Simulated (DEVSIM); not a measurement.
System: abrupt Si n-p junction, at 250 K.

Layer 1 from the left is Si, thickness (μm) 0.980, Nd (cm⁻³) 6.9e15, τn (s) 0.00045, τp (s) 0.00045. Layer 2 from the left is Si, thickness (μm) 78.0, Na (cm⁻³) 4.2e15, τn (s) 0.00045, τp (s) 0.00045.

Left contact: ohmic. Right contact: ohmic. Voltage is applied to the left contact. Recombination: SRH at mid-gap, radiative. Mobility is μmin + (μ − μmin)/(1 + (N/Nref)^α).

The device is made up for the run: typed textbook-type constants, with dimensions and the other settings drawn at random. Values at 300 K; Nc and Nv go as T^1.5, mobilities as T to minus their exponent, the gap by Varshni's rule with the affinity fixed.

Si: gap (eV) 1.124, affinity (eV) 4.05, permittivity 11.7, Nc (cm⁻³) 2.86e19, Nv (cm⁻³) 3.1e19, μn (cm²/Vs) 1417, μp (cm²/Vs) 470, μn,min 52, μp,min 45, Nref,n 9.7e16, Nref,p 2.2e17, αn 0.68, αp 0.72, T exponent of μn 2.3, T exponent of μp 2.2, B (cm³/s) 4.7e-15, Varshni α (eV/K) 0.000473, Varshni β (K) 636.

**Question.** Estimate by hand the built-in potential, the peak field at zero bias, the capacitance at 3 V, and compare with a numerical solution.

**Answer.** 
- Built-in potential: ni = √(Nc Nv) exp(−Eg/2kT) = 8.01e7 cm⁻³ with Eg = 1.136 eV; Vbi = kT/q ln(Na Nd/ni²) = 0.777 V; numerical 0.777 V.
- Peak field at zero bias: depletion approximation: W = √(2εVbi/(qN)) = 0.620 μm with N = 2.61e15 cm⁻³; field = 2Vbi/W = 25000 V/cm; numerical 24300 V/cm (estimate above by 2.9 %).
- Capacitance at 3 V: C = √(qεN / 2(Vbi + |V|)) = 7.57 nF/cm²; numerical 7.62 nF/cm² (estimate below by 0.57 %).

Model (solved in DEVSIM): 1D drift-diffusion, Boltzmann statistics, complete ionisation; no tunnelling, impact ionisation, image-force lowering or self-heating.
